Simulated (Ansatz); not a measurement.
Functionals compared on the (11-21) surface of hcp Tl in its 1x1 cell, outermost plane spacing 0.85 Å in the ideal cut, in Ansatz (plane waves, PAW). The structure was relaxed with PBE; the other rows are single points on it, each with its references at the same level. Cutoff 420 eV (500 eV for r2SCAN).

Set-up: 13 atoms, 10.2 Å thick at the start (thin: gaps and levels are the slab's own); mesh 7x7x1; 0.1 eV smearing; dipole correction on; all atoms relaxed; symmetry of the start imposed; no spin, no spin-orbit, no U. These notes are the PBE run's.

```tsv
functional	surface energy (J/m²)	work function of the top face (eV)	rough cost of the single point
PBE	0.30	3.50	–
LDA	(withheld)	(withheld)	roughly 110 core-seconds
PBEsol	0.40	3.59	very roughly 120 core-seconds
RPBE	0.20	3.35	about 2.5 core-minutes (a rough figure)
r2SCAN	0.37	3.52	very roughly 5 core-minutes
```

### Question
Complete the blanks.

### Answer

- LDA, surface energy (J/m²): 0.46
- LDA, work function of the top face (eV): 3.83

Ansatz is an electronic-structure program.
